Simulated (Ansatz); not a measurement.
Where the default PAW files enter, the runs use the earlier of Ansatz's two default sets.

Input:

```
Si
1.0
    3.84928     0.00000     0.00000
    0.00000     3.84928     0.00000
    1.92464    -1.92464     2.72185
Si
2
Direct
  0.75000   0.75000   0.50000
  0.00000   0.00000   0.00000
```

Space group of this cell: Fd-3m, diamond. The cell is taken as given; by LDA its mean pressure is -2.1 GPa.

Transport runs along the normal of the first two printed cell vectors, the (001) plane of the conventional cell.

The gap is the functional's own. No spin-orbit coupling. Mid-gap values are those at the computed energy nearest the middle.

**Question.** Give the band gap and the smallest decay constant κ at mid-gap that LDA in Ansatz (a first-principles code) yields.

**Answer.** Gap 0.48 eV on a 12×12×12 mesh; κ = 0.093 1/Å, at the zone centre.
